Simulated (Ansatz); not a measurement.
The parent structure is NiO in the rock salt structure (space group Fm-3m, No. 225; a = 4.1172 Å; ferromagnetic).

Method: Kohn–Sham DFT with the PBEsol functional, run in Ansatz (an electronic-structure program) with PAW and 420 eV plane waves, no spin-orbit coupling, earlier PAW set.

One change was made to it. Results:

The lattice parameter a drops by 68.9 pm (411.7 pm → 342.8 pm); the band gap is still zero.

Problem. Which change produced these results?
A) O → C
B) Ni → H
C) Ni → Fe

Solution. B, Ni → H. For comparison, the lattice parameter a in the other runs: O → C gives 402.0 pm; Ni → Fe gives 424.7 pm.

Stability against distortions was not tested. As relaxed here, HO and NiC are hypothetical phases, not in the database extracts checked. Seeded moments were not kept for O → C. No Hubbard U is applied and the magnetic state is the run's own (NiO ferromagnetic; FeO ferromagnetic); other magnetic orders, which need larger cells, were not tried and can change the gap. Spin-polarised in the final run: HO, base and FeO; the other runs are not. In its common phase, real NiO is an antiferromagnetic insulator at low temperature. In its common phase, real FeO is an antiferromagnetic insulator at low temperature.
